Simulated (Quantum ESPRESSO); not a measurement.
**Several settings converged on InSe (R3m, 4 atoms in the cell)**

```
InSe
1.0
    2.01323     1.16234     8.56548
   -2.01323     1.16234     8.56548
    0.00000    -2.32468     8.56548
In Se
2 2
Direct
  0.11230   0.11230   0.11230
  0.00183   0.00183   0.00183
  0.61971   0.61971   0.61971
  0.82581   0.82581   0.82581
```

Base method: PBEsol, GBRV 1.5 ultrasoft (PBESOL) pseudopotentials (plane waves; Quantum ESPRESSO).

Base settings: ecutwfc = 40 Ry; ecutrho = 200 Ry; occupations = fixed; potentials = {In: in_pbesol_v1.4.uspp.F.UPF, Se: se_pbesol_v1.uspp.F.UPF}; K_POINTS = automatic 3 3 3 0 0 0; nbnd = 27; conv_thr = 1e-10 Ry; mixing_beta = 0.4.

The count of work is k-points × plane waves × bands × iterations; it is no time. Core times come from one kind of shared machine, to one figure; runs under 30 s give none.

**The k-point mesh**

Only quantities that move along the ladder and can be compared are tabulated.

| K_POINTS | free energy less the last step's (meV/atom) | pressure (GPa) | largest difference of a force vector from the last step's (eV/Å) | gap on the mesh (eV) | count of work / last | core time / last (rough) |
|---|---|---|---|---|---|---|
| automatic 2 2 2 0 0 0 | 334.98 | 1.99 | 0.166 | 0.239 | 0.034 | 0.08 |
| automatic 3 3 3 0 0 0 | 75.98 | 0.42 | 0.042 | 1.293 | 0.052 | 0.1 |
| automatic 5 5 5 0 0 0 | 4.58 | -0.36 | 0.012 | 0.818 | 0.16 | 0.2 |
| automatic 7 7 7 0 0 0 | 0.40 | -0.42 | 0.003 | 0.599 | 0.38 | 0.5 |
| automatic 8 8 8 0 0 0 | 0.17 | -0.43 | 0.001 | 0.274 | 0.56 | 1 |
| automatic 10 10 10 0 0 0 | 0.00 | -0.43 | 0.000 | 0.274 | 1.0 | 1 |

Coarsest K_POINTS that holds the free energy within 5 meV/atom of the last step, with all finer ones: automatic 5 5 5 0 0 0, at 0.16 of the last step's count of work and about 0.2 of the last step's time; the step before is off by 76 meV/atom.

Coarsest K_POINTS that holds the pressure within 0.1 GPa of the last step, with all finer ones: automatic 5 5 5 0 0 0, at 0.16 of the last step's count of work and about 0.2 of the last step's time; the step before is off by 0.85 GPa.

**The width of Fermi-Dirac smearing**

In this ladder: occupations = smearing; nbnd = default; smearing = fermi-dirac.

The mesh stays at the base's, so the ladder's end is converged at best in this setting alone.

Only quantities that move along the ladder and can be compared are tabulated; the gap is left out on so coarse a mesh.

| degauss | free energy less the last step's (meV/atom) | pressure (GPa) | largest difference of a force vector from the last step's (eV/Å) |
|---|---|---|---|
| 0.073499 Ry | -484.53 | 3.77 | 0.548 |
| 0.036749 Ry | -54.79 | 1.08 | 0.086 |
| 0.0147 Ry | -0.91 | 0.45 | 0.010 |
| 0.00147 Ry | 0.00 | 0.42 | 0.000 |

Widest degauss that holds the pressure within 1 GPa of the last step, with all finer ones: 0.036749 Ry; the step before is off by 3.3 GPa.

Widest degauss that holds the forces within 0.02 eV/Å: not settled: the last two steps still differ by 0.010 eV/Å, over half the tolerance, so the ladder does not show it.

Widest degauss that holds the free energy within 2 meV/atom of the last step, with all finer ones: 0.0147 Ry; the step before is off by 55 meV/atom.

On the base run: the starting cell comes from a database of computed structures (which also holds hypothetical and non-ambient phases and stackings), without a prior relaxation at this level. Its lattice was rescaled by up to half a per cent. One atom was moved a little off its site on purpose. Another mesh or the band path of this cell gives a smaller gap, so this value is not converged in the mesh.
